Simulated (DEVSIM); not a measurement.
Structure: abrupt Si p-n junction, at 400 K.

```
layer (left to right)  material  thickness (μm)  Nd (cm⁻³)  Na (cm⁻³)  τn (s)  τp (s)
---------------------  --------  --------------  ---------  ---------  ------  ------
1                            Si           0.390          -     2.4e16  2.1e-6  2.1e-6
2                            Si             270     4.9e14          -  2.1e-6  2.1e-6
```

Left contact: ohmic. Right contact: ohmic. Voltage is applied to the left contact. Recombination: SRH at mid-gap. Mobility is μmin + (μ − μmin)/(1 + (N/Nref)^α).

This is a model device: material constants are rounded textbook-type values typed into the input, and sizes, dopings and lifetimes were drawn at random. Values at 300 K; Nc and Nv go as T^1.5, mobilities as T to minus their exponent, the gap by Varshni's rule with the affinity fixed.

```tsv
parameter	Si
gap (eV)	1.124
affinity (eV)	4.05
permittivity	11.7
Nc (cm⁻³)	2.86e19
Nv (cm⁻³)	3.1e19
μn (cm²/Vs)	1417
μp (cm²/Vs)	470
μn,min	52
μp,min	45
Nref,n	9.7e16
Nref,p	2.2e17
αn	0.68
αp	0.72
T exponent of μn	2.3
T exponent of μp	2.2
Varshni α (eV/K)	0.000473
Varshni β (K)	636
```

Model (solved in DEVSIM): 1D drift-diffusion, Boltzmann statistics, complete ionisation; no tunnelling, impact ionisation, image-force lowering or self-heating.

The temperature was swept, all else fixed.

```json
[
 {"temperature (K)": "250", "dark forward voltage at 1 A/cm² (V)": "0.798", "potential step across the device at zero bias (V)": "0.757"},
 {"temperature (K)": "300", "dark forward voltage at 1 A/cm² (V)": "0.750", "potential step across the device at zero bias (V)": "0.655"},
 {"temperature (K)": "350", "dark forward voltage at 1 A/cm² (V)": "0.715", "potential step across the device at zero bias (V)": "0.550"},
 {"temperature (K)": "400", "dark forward voltage at 1 A/cm² (V)": "0.691", "potential step across the device at zero bias (V)": "0.441"},
 {"temperature (K)": "450", "dark forward voltage at 1 A/cm² (V)": "0.673", "potential step across the device at zero bias (V)": "0.331"},
 {"temperature (K)": "500", "dark forward voltage at 1 A/cm² (V)": "…", "potential step across the device at zero bias (V)": "0.227"}
]
```

Task: Some entries are withheld; supply them.

Result: 
- 500, dark forward voltage at 1 A/cm² (V): 0.573
